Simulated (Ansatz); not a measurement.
Start from HgS in the zinc blende structure (space group F-43m, No. 216; a = 5.812 Å). Axes: x, y, z lie along the cube axes.

Method: LDA in Ansatz (plane waves to 420 eV, PAW, spin-orbit coupling left out).

Before the change:

| Property | Result |
|---|---|
| Pressure | 0.0 GPa |

Now apply this change: compressive biaxial strain of 0.83 % in the plane normal to [111], as in epitaxy on a mismatched substrate; the out-of-plane cell vector and the atoms relax.

Task: What does the calculation give for the pressure after the change?

Result: The pressure (mean of the normal stresses, compression positive) goes from zero to 0.5 GPa.

Task: What does the calculation give for the energy relative to the base after the change?

Result: The energy increases by 1.0 meV/atom.

A case with no gap was solved on a k-mesh chosen for an insulator, which is coarse for it. Whether these cells are dynamically stable was not tested. The final runs are not spin-polarised.

Ansatz is an electronic-structure program.
